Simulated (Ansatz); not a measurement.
Results of r²SCAN (Ansatz, an electronic-structure program, PAW) for fluorite PtAl2.

Run with plane-wave cutoff 600 eV, 12×12×12 k mesh, Fermi–Dirac smearing 0.1 eV, finite displacements, scalar-relativistic PAW data made under PBE.

The cell has the measured lattice parameters. Conventional cell: a = 5.9100 Å, b = 5.9100 Å, c = 5.9100 Å, α = 90.00°, β = 90.00°, γ = 90.00°.

```xyz
3
Lattice="0.0000 2.9550 2.9550 2.9550 0.0000 2.9550 2.9550 2.9550 0.0000" Properties=species:S:1:pos:R:3 pbc="T T T"
Al     4.4325     4.4325     4.4325
Al     1.4775     1.4775     1.4775
Pt     0.0000     0.0000     0.0000
```

Harmonic phonon frequencies (cm⁻¹; i marks an imaginary mode):

```json
[
 {"q point": "Γ", "frequencies": "0 0 0 236 236 236 294 294 294"},
 {"q point": "X", "frequencies": "108 108 138 208 233 233 306 306 324"},
 {"q point": "L", "frequencies": "73 73 140 266 266 270 270 270 275"}
]
```

No imaginary mode appears at these points.

Note: the cell isn't this level's own, so it is under some stress, which shifts stiffness and frequencies.
